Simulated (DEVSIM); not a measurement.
Device: abrupt Si p-n junction, at 300 K.

```tsv
layer (left to right)	material	thickness (μm)	Nd (cm⁻³)	Na (cm⁻³)	τn (s)	τp (s)
1	Si	54.0	-	4.7e15	0.00081	0.00081
2	Si	4.80	1e14	-	0.00081	0.00081
```

Left contact: ohmic. Right contact: ohmic. Voltage is applied to the left contact. Recombination: SRH at mid-gap, radiative, Auger. Mobility is constant in doping.

Constants are typed, rounded textbook-type inputs, not results; the design itself was drawn at random and stands for no fabricated device. Values at 300 K.

```
parameter           Si
-------------  -------
gap (eV)         1.124
affinity (eV)     4.05
permittivity      11.7
Nc (cm⁻³)      2.86e19
Nv (cm⁻³)       3.1e19
μn (cm²/Vs)       1417
μp (cm²/Vs)        470
B (cm³/s)      4.7e-15
Cn (cm⁶/s)     2.8e-31
Cp (cm⁶/s)     9.9e-32
```

Model (solved in DEVSIM): 1D drift-diffusion, Boltzmann statistics, complete ionisation; no tunnelling, impact ionisation, image-force lowering or self-heating.

The thickness of layer 2 was swept, all else fixed.

| thickness of layer 2 (μm) | largest field in the device at zero bias (V/cm) | dark forward voltage at 1 A/cm² (V) |
|---|---|---|
| 0.96 | 6500 | 0.445 |
| 1.7 | 5300 | 0.481 |
| 2.9 | 5000 | ___ |
| 4.8 | 5000 | 0.527 |
| 8.2 | 5000 | 0.546 |
| 14 | 5000 | 0.568 |
| 24 | 5000 | 0.588 |

Q: What belongs in the gaps?

A: 
- 2.9, dark forward voltage at 1 A/cm² (V): 0.505
